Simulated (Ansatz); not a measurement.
## KTaO3 with two functionals

Take KTaO$_{3}$ in the cubic perovskite structure (space group Pm-3m, No. 221; a = 4.024 Å) as the base.

(Cell as relaxed with PBE.)

Levels (all Ansatz, a first-principles code, PAW): PBE (420 eV, spin-orbit coupling left out); r2SCAN (500 eV, spin-orbit coupling left out).

Each level relaxes its own structure.

```json
[
 {"quantity": "volume per atom", "PBE": "13.04 Å³", "r2SCAN": "?"},
 {"quantity": "lattice parameter a", "PBE": "4.024 Å", "r2SCAN": "?"},
 {"quantity": "band gap", "PBE": "2.16 eV", "r2SCAN": "?"},
 {"quantity": "gap character", "PBE": "indirect, R → Γ", "r2SCAN": "?"}
]
```

**Question.** What does r2SCAN give?

**Answer.** 
- volume per atom, r2SCAN: 12.71 Å³
- lattice parameter a, r2SCAN: 3.990 Å
- band gap, r2SCAN: 2.63 eV
- gap character, r2SCAN: indirect, R → Γ

PBE's volume per atom lies 0.33 Å³ above r2SCAN's (2.6 %); PBE's lattice parameter a lies 0.034 Å above r2SCAN's (0.9 %); PBE's band gap lies 0.465 eV below r2SCAN's; the two agree on the gap character. Neither level is exact; r2SCAN is the comparison here, not a measurement.

Spin-orbit coupling, missing from the scalar runs, can matter with Ta. Whether these cells are dynamically stable was not tested.
